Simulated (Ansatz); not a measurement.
## Ag under a change: pressure −1 GPa

Consider Ag in the fcc (Cu type) structure (space group Fm-3m, No. 225; a = 4.0015 Å).

Now apply this change: hydrostatic tension (pressure −1 GPa).

The values are results of LDA/PAW in Ansatz (a quantum-chemistry and plane-wave program), no SOC, not measurements. Γ-centred 20×20×20 mesh, Fermi–Dirac width 0.05 eV.

- Density = 11.10 g/cm³ (base 11.18 g/cm³)
- Lattice parameter a = 4.011 Å (base 4.002 Å)
- Enthalpy H = E + PV relative to the base's energy = -0.10 eV/atom
- Band gap = zero (base zero)

Load acts through the strain it causes; cell and atoms are relaxed under it. Whether these cells are dynamically stable was not tested.
